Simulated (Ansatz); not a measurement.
BeTe under load (space group F-43m), r2SCAN with spin-orbit coupling, rigid bands (Ansatz, a program for electronic structure). Condition of this run: hydrostatic pressure 5 GPa (the target of the relaxation). Band gap 1.90 eV, N_c = 2.44e19 cm⁻³ and N_v = 1.22e19 cm⁻³ at 300 K, conductivity masses of 0.358 mₑ (electrons) and 0.365 mₑ (holes). Take k_BT = 0.02585 eV.

### Question
A film of it is 8 nm thick. Estimate the confinement energies in an infinite well.

### Answer
ħ²π²/(2m t²) = 0.376 eV·nm²/(m/mₑ × t²) gives 16.4 meV for electrons and 16.1 meV for holes, so the gap would widen to about 1.93 eV. Finite barriers and nonparabolic bands lower this, and with several valleys or bands the heaviest mass along the normal sets the lowest level, not this average.

### Question
What thermal injection velocity √(2k_BT/πm) limits a ballistic channel?

### Answer
8.99e6 cm/s for electrons and 8.91e6 cm/s for holes, a ratio of √(m_h/m_e) = 1.01, for dilute carriers.

### Question
What built-in voltage has an abrupt junction with N_A = 1e17 and N_D = 1e17 cm⁻³, all dopants ionised?

### Answer
V_bi = E_g/e − (k_BT/e) ln(N_c N_v/(N_A N_D)) = 1.90 − 0.02585 × 10.30 = 1.63 V, for the computed gap.

Rigid bands with the computed gap; masses take one relaxation time for all states.
